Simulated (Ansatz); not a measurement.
A computed series for YN: pressure series

The reference is YN in the rock salt structure (space group Fm-3m, No. 225; a = 4.896 Å).

Cell and atoms are relaxed at each pressure.

All numbers come from r2SCAN (Ansatz, a quantum-chemistry and plane-wave program), scalar-relativistic without spin-orbit coupling.

Notes on the quantities. enthalpy: H = E + PV relative to the base's energy.

```csv
change,enthalpy,band gap,volume per atom,width of the top valence band
base,–,0.58 eV,14.67 Å³,2.28 eV
pressure −2 GPa,-0.18 eV/atom,0.60 eV,14.85 Å³,2.25 eV
pressure −1 GPa,-0.09 eV/atom,0.59 eV,14.76 Å³,2.27 eV
pressure 0.3 GPa,+0.03 eV/atom,0.58 eV,14.64 Å³,2.29 eV
pressure 0.7 GPa,+0.06 eV/atom,0.58 eV,14.61 Å³,2.30 eV
pressure 1.5 GPa,+0.14 eV/atom,0.57 eV,14.54 Å³,2.31 eV
pressure 3 GPa,+0.27 eV/atom,0.55 eV,14.42 Å³,2.33 eV
pressure 5 GPa,+0.45 eV/atom,0.53 eV,14.26 Å³,2.36 eV
pressure 7.5 GPa,+0.67 eV/atom,0.51 eV,14.08 Å³,2.40 eV
pressure 10 GPa,+0.89 eV/atom,0.49 eV,13.91 Å³,2.44 eV
```

Load acts through the strain it causes; cell and atoms are relaxed under it. Stability against distortions was not tested. No other phases were tried under pressure.
